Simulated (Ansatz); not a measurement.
Base system: TaTlO3 in the cubic perovskite structure (space group Pm-3m, No. 221; a = 4.0336 Å; a cell from a computed database, its experimental status unchecked).

The change: an isotropic linear strain of +0.42 %, atoms relaxed at fixed cell.

Levels (all Ansatz, a quantum-chemistry and plane-wave program, PAW): PBEsol (420 eV, without spin-orbit coupling); r2SCAN (500 eV, scalar-relativistic without spin-orbit coupling); HSE06 (420 eV, without spin-orbit coupling).

At the geometry relaxed with PBEsol, these levels gave the following band gaps, in shuffled order: (a) 1.47 eV, (b) 0.64 eV, (c) 0.94 eV.

Problem. Match each gap to its level.

Solution. (a) HSE06; (b) PBEsol; (c) r2SCAN.

Single points use the geometry relaxed with PBEsol. HSE06 was sampled on its mesh, a few special points and the semilocal edge points, so its gap is an upper bound. Spin-orbit coupling, missing from the scalar runs, can matter with Ta and Tl. No phonon test of stability was made. Many cubic perovskites are stable only at high temperature; tilts and polar distortions were not tested.
